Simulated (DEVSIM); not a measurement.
Device: Al0.2Ga0.8As/GaAs n-p heterojunction, at 350 K.

Layer 1 from the left is Al0.2Ga0.8As, thickness (μm) 0.0820, Nd (cm⁻³) 2.6e17, τn (s) 5.7e-10, τp (s) 5.7e-10. Layer 2 from the left is GaAs, thickness (μm) 1.50, Na (cm⁻³) 2.1e15, τn (s) 1.7e-11, τp (s) 5.7e-10.

Left contact: ohmic. Right contact: ohmic. Voltage is applied to the left contact. Recombination: SRH at mid-gap, radiative, Auger. Mobility is constant in doping.

This is a model device: material constants are rounded textbook-type values typed into the input, and sizes, dopings and lifetimes were drawn at random. Values at 300 K; Nc and Nv go as T^1.5, mobilities as T to minus their exponent, the gap by Varshni's rule with the affinity fixed.

Al0.2Ga0.8As: gap (eV) 1.6734, affinity (eV) 3.912, permittivity 12.33, Nc (cm⁻³) 6.04e17, Nv (cm⁻³) 9e18, μn (cm²/Vs) 4980, μp (cm²/Vs) 250, T exponent of μn 2.1, T exponent of μp 2.2, B (cm³/s) 2e-10, Cn (cm⁶/s) 1e-30, Cp (cm⁶/s) 1e-30, Varshni α (eV/K) 0.000541, Varshni β (K) 204. GaAs: gap (eV) 1.424, affinity (eV) 4.07, permittivity 12.9, Nc (cm⁻³) 4.7e17, Nv (cm⁻³) 9e18, μn (cm²/Vs) 8500, μp (cm²/Vs) 400, T exponent of μn 2.1, T exponent of μp 2.2, B (cm³/s) 2e-10, Cn (cm⁶/s) 1e-30, Cp (cm⁶/s) 1e-30, Varshni α (eV/K) 0.000541, Varshni β (K) 204.

Model (solved in DEVSIM): 1D drift-diffusion, Boltzmann statistics, complete ionisation; no tunnelling, impact ionisation, image-force lowering or self-heating. Band offsets follow the typed affinities; no thermionic-emission limit at abrupt steps, no polarisation charge.

Problem. What does the simulation give for the largest field in the device at zero bias, the dark forward voltage at 100 A/cm², the dark forward voltage at 1 A/cm², the potential step across the device at zero bias?

Solution. largest field in the device at zero bias 83000 V/cm; dark forward voltage at 100 A/cm² 0.940 V; dark forward voltage at 1 A/cm² 0.733 V; potential step across the device at zero bias 1.267 V.
